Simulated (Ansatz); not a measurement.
Lattice parameter c of BAs (model structure, started from the NiAs type, P6₃/mmc, No. 194, 4 atoms in the cell) at several levels of theory

No measured value is used here.

| level (code) | value (Å) |
|---|---|
| PBEsol (Ansatz) | 5.383 |
| PBE-D3(BJ) (Ansatz) | [?] |
| r²SCAN (Ansatz) | 5.403 |
| r²SCAN+rVV10 (Ansatz) | 5.401 |

Q: Complete the blanks.

A: 
- PBE-D3(BJ) (Ansatz, a quantum-chemistry and plane-wave program), value (Å): 5.366

Cutoffs differ between the levels. Ansatz's density-functional and Hartree–Fock values are scalar-relativistic unless marked +SOC, with PAW data made under PBE.

A model structure was made by putting elements into a prototype or built by hand; it is no filed structure, need not be a known phase, and can be a saddle point held by its symmetry.
